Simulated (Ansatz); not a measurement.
The starting structures come from a database of crystals and need not be the phases stable at ambient conditions.

Evanescent states of CaHI (P4/nmm, not sure to be the ambient phase, 6 atoms a cell, 22.7 Å³ an atom, 2 GPa at this level) along the normal of (001)

Method: r2SCAN (plane waves, PAW; Ansatz, an electronic-structure program).

No gap correction and no spin-orbit coupling; mid-gap values are interpolated between computed energies.

Energies count from the valence-band top; κ is the least over a 8×8 mesh across the current.

```csv
E (eV),κ (1/Å),where
0.09,0.074,Γ
0.26,0.124,Γ
0.42,0.157,Γ
0.59,0.182,Γ
0.77,0.201,Γ
0.94,0.218,Γ
1.10,0.231,Γ
1.27,0.243,Γ
1.45,0.252,Γ
1.61,0.260,Γ
1.78,0.266,Γ
1.96,0.272,Γ
2.12,0.276,Γ
2.29,0.279,Γ
2.46,0.281,Γ
2.63,0.282,Γ
2.81,0.274,off Γ
2.98,0.244,off Γ
3.15,0.209,off Γ
3.31,0.163,off Γ
3.48,0.094,off Γ
```

### Question
How thick must the barrier be to attenuate the transmission by 10^4 when the electrodes' Fermi level lies at 3.48 eV, and what attenuation does that film give at 1.10 eV?

### Answer
d = 4 ln 10 / (2 × 0.094) = 49.0 Å. At 1.10 eV it gives 4 × 0.231/0.094 = 9.8 decades.
